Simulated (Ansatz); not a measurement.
## MgB2: response to strain

The reference is MgB2 (space group P6/mmm, No. 191; a = 3.064 Å, c = 3.498 Å; relaxed with 0.1 eV smearing).

Strains are applied to the cell and any free atomic positions relax.

Calculations: PBEsol (Ansatz, a quantum-chemistry and plane-wave program, PAW, scalar-relativistic without spin-orbit coupling).

Candidates:
(a) isotropic strain −2.00 %
(b) isotropic strain −2.50 %
(c) isotropic strain +3.00 %
(d) isotropic strain −1.00 %
(e) isotropic strain −1.50 %

Notes on the quantities. energy relative to the base: free energy F.

Question: Order them by energy relative to the base, lowest first.

Answer: (d) isotropic strain −1.00 % (+4.3 meV/atom), (e) isotropic strain −1.50 % (+9.7 meV/atom), (a) isotropic strain −2.00 % (+18 meV/atom), (b) isotropic strain −2.50 % (+28 meV/atom), (c) isotropic strain +3.00 % (+35 meV/atom)

Whether these cells are dynamically stable was not tested. All final runs are without spin polarisation.
